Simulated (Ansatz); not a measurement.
Functionals compared on a constructed model of the (111) surface of fcc Al, a pseudomorphic layer of Cr in the host's stacking (bottom of the slab: a bare face, its two planes held), in Ansatz (plane waves, PAW). The structure was relaxed with PBE; the other rows are single points on it. Cutoff 420 eV.

Model: 7-atom slab, 13.8 Å thick at the start with caps and adatoms (thin: gaps and levels are the slab's own), 15x15x1 mesh, Fermi-Dirac 0.1 eV, dipole correction, 2 atoms held, the rest relaxed; symmetry of the start imposed; spin-polarised, ending with about 3.2 μB a cell; orders that need a larger cell were not tried, no spin-orbit, no U. In PBE it is, or lies within 0.01 eV a 1x1 cell of, the lowest of the 2 structures of its composition computed so far; subsurface sites and larger cells were not tried. These notes are the PBE run's.

```tsv
functional	work function of the top face (eV)	magnetic moment of the cell (μB)	rough cost of the single point
PBE	3.91	3.19	–
RPBE	3.76	3.26	roughly 24 core-seconds
```

Ansatz is a first-principles code.
